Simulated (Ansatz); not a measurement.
**How the volume per atom of NiSi2 (model structure, started from the C54 type, Fddd, No. 70, 6 atoms in the cell) moves with the method**

No measured value is used here.

```csv
level (code),value (Å³/atom)
PBE (Ansatz),12.75
PBEsol (Ansatz),12.31
PBE-D3(BJ) (Ansatz),12.18
```

PBE, PBEsol, PBE-D3(BJ): the starting moments vanished in the run, and other orders were not tried. Ansatz's density-functional and Hartree–Fock values are scalar-relativistic unless marked +SOC, with PAW data made under PBE.

A model structure was made by putting elements into a prototype or built by hand; it is no filed structure, need not be a known phase, and can be a saddle point held by its symmetry.

Ansatz is a first-principles code.
